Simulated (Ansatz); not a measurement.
Levels about the gap of amorphous Zr$_{20}$O$_{42}$Ti (63 atoms in a cell of 801 Å³, 5.28 g/cm³; zone centre alone, so wide bands show as single levels with stretches between that a denser mesh fills), at the geometry that PBE relaxed, where it gives 0.0 GPa on a denser mesh. Exact exchange is cut at the faces of this small cell, which leaves a finite-size error. The participation number counts the atoms over which a state spreads; weights are charges in smoothed Voronoi cells. The levels come from a single point, so bond lengths are those of that geometry. Method of the levels: HSE06, scalar-relativistic without spin-orbit coupling (Ansatz, a quantum-chemistry and plane-wave program). Sampling: the zone centre alone; Fermi-Dirac width 0.02 eV; no spin polarisation.

The cell was made by melting and quenching with the CHGNet potential and then relaxed with DFT. O atoms were pushed apart under 1.9 Å during the dynamics, to hinder bonds among them. The hot cell started wider than the set density and was brought back towards it in steps. It is the lowest in DFT energy of 2 quenches. It is a model cell: composition and starting density were chosen by hand, and all elements were melted together. No dispersion term was used. Its density started from a set value of 5.21 and ended at 5.28 g/cm³. The quench (nominally 380 K/ps over its main leg) was far faster than any real one, so the model tends to hold more defects than a real film. Values belong to this one cell and scatter from quench to quench. Volume and shape were free in the relaxation. On a 2×2×2 Γ-centred mesh force components of up to 0.17 eV/Å stay, since the relaxation ran on the zone centre alone.

| E - E(highest filled), eV | filling | participation number | largest on | weight O | weight Zr | weight Ti |
|---|---|---|---|---|---|---|
| -0.38 | filled | 21.6 | O, 3 neighbours | 0.94 | 0.05 | 0.01 |
| -0.38 | filled | 13.8 | O, 3 neighbours | 0.94 | 0.06 | 0.00 |
| -0.29 | filled | 17.6 | O, 3 neighbours | 0.95 | 0.05 | 0.00 |
| -0.24 | filled | 18.9 | O, 4 neighbours | 0.95 | 0.04 | 0.01 |
| -0.21 | filled | 11.5 | O, 2 neighbours | 0.94 | 0.05 | 0.00 |
| -0.13 | filled | 8.9 | O, 3 neighbours | 0.95 | 0.05 | 0.00 |
| 0.00 | filled | 14.1 | O, 2 neighbours | 0.95 | 0.04 | 0.00 |
| 5.00 | empty | 17.5 | Zr, 7 neighbours | 0.35 | 0.64 | 0.01 |
| 5.22 | empty | 21.0 | Ti, 5 neighbours | 0.32 | 0.55 | 0.13 |
| 5.28 | empty | 20.3 | Ti, 5 neighbours | 0.33 | 0.53 | 0.14 |
| 5.34 | empty | 22.1 | Zr, 6 neighbours | 0.33 | 0.62 | 0.05 |
| 5.40 | empty | 29.3 | Zr, 6 neighbours | 0.35 | 0.60 | 0.05 |
| 5.51 | empty | 26.1 | Zr, 7 neighbours | 0.32 | 0.62 | 0.06 |
| 5.62 | empty | 15.1 | Ti, 5 neighbours | 0.29 | 0.50 | 0.21 |

Most localised among these is the filled level at -0.13 eV, on a O atom, which has 3 neighbours (Zr 2.11 Å, Zr 2.13 Å, Zr 2.19 Å).
